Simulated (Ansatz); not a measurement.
Start from BN in the zinc blende structure (space group F-43m, No. 216).

```
BN
1.0
    0.00000     1.81236     1.81236
    1.81236     0.00000     1.81236
    1.81236     1.81236     0.00000
N B
1 1
Direct
  0.75000   0.75000   0.75000
  0.00000   0.00000   0.00000
```

All numbers come from PBE (Ansatz, a first-principles code; PAW; 420 eV plane waves; without spin-orbit coupling).

For the base:

The band gap is 4.46 eV. The hole mass comes out as 0.50, 0.53, 0.53 mₑ (at Γ).

Perturbation: every lattice vector is shortened by 2.77 %, atoms relaxed at fixed cell.

Problem. What happens to the band gap and hole mass?

Solution. The band gap grows by 0.084 eV, from 4.46 eV to 4.55 eV; the hole mass (degenerate bands, along [100]) changes from 0.50, 0.53, 0.53 mₑ (at Γ) to 0.51, 0.51, 0.54 mₑ (at Γ).

The cells carry an imposed strain or load. Effective masses come from finite differences of ±0.01 Å⁻¹. No phonon test of stability was made.
